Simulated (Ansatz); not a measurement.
Zn, pressure series

Consider Zn in the hcp (Mg type) structure (space group P6_3/mmc, No. 194; a = 2.636 Å, c = 4.657 Å).

Cell and atoms are relaxed at each pressure.

Calculations: PBEsol (Ansatz, an electronic-structure program, PAW, spin-orbit coupling left out).

Notes on the quantities. enthalpy: H = E + PV relative to the base's energy.

| variant | density | enthalpy | shortest interatomic distance |
|---|---|---|---|
| base | 7.75 g/cm³ | – | 2.636 Å |
| pressure −2 GPa | ___ | -0.18 eV/atom | ___ |
| pressure −1 GPa | 7.66 g/cm³ | -0.09 eV/atom | 2.642 Å |
| pressure 0.9 GPa | 7.83 g/cm³ | +0.08 eV/atom | 2.630 Å |
| pressure 2.1 GPa | ___ | +0.18 eV/atom | 2.623 Å |
| pressure 4.5 GPa | 8.11 g/cm³ | +0.38 eV/atom | 2.608 Å |
| pressure 9 GPa | 8.41 g/cm³ | +0.75 eV/atom | 2.584 Å |
| pressure 15 GPa | 8.75 g/cm³ | +1.23 eV/atom | 2.555 Å |
| pressure 22.5 GPa | 9.13 g/cm³ | +1.80 eV/atom | 2.525 Å |
| pressure 30 GPa | 9.45 g/cm³ | +2.34 eV/atom | ___ |

Question: Fill in the withheld entries from the trend.

Answer: 
- pressure −2 GPa, density: 7.56 g/cm³
- pressure −2 GPa, shortest interatomic distance: 2.647 Å
- pressure 2.1 GPa, density: 7.93 g/cm³
- pressure 30 GPa, shortest interatomic distance: 2.500 Å

Load acts through the strain it causes; cell and atoms are relaxed under it. Stability against distortions was not tested. No other phases were tried under pressure.
